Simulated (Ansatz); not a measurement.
Defect migration in ceria: Y-vacancy pair (Y on one host Ce site, one O site vacant), charge state +1. The step: a nearby O atom hops onto the vacant site (Y-vacancy distance between ideal sites 2.37 Å throughout); the atom moves 2.33 Å along (0.00, 0.00, -0.43) of the unit cell; the moving atom starts with neighbours Ce at 2.28, 2 Ce at 2.47; 2 O at 2.75, 2 O at 2.79, O at 2.93; Y at 2.36 Å and ends with Ce at 2.28, 2 Ce at 2.47; 2 O at 2.75, 2 O at 2.79, O at 2.93; Y at 2.36 Å. A PBE band in Ansatz (plane-wave PAW, one k-point at (0.250, 0.250, 0.250), 96 host sites, 17 SCF runs with any check of the saddle's order, static, no finite-size correction) gives a forward barrier of 0.49 eV. The saddle point's order was not checked, and it lies on a symmetry element of the cell, where a band can be held. The charge state is imposed; whether it is stable for some Fermi level was not computed. Forms of the defect that were not tried may lie lower.

Single points at the band's start and saddle point can refine it. Rough cost of one point, in units of the band's mean SCF on the same machine:

| Level | Cost of one point |
|---|---|
| PBE, a 2×2×2 k-point mesh shifted by half a step | about 5 |
| r2SCAN at 500 eV, one k-point at (0.250, 0.250, 0.250) | about 4 |

### Question
Which of these move the barrier by more than 0.1 eV, and how far does each move it?

### Answer
Not one does. PBE, a 2×2×2 k-point mesh shifted by half a step: 0.00 eV; r2SCAN at 500 eV, one k-point at (0.250, 0.250, 0.250): +0.03 eV. Each functional is compared with PBE at the same k-points.

Ansatz is a first-principles code.
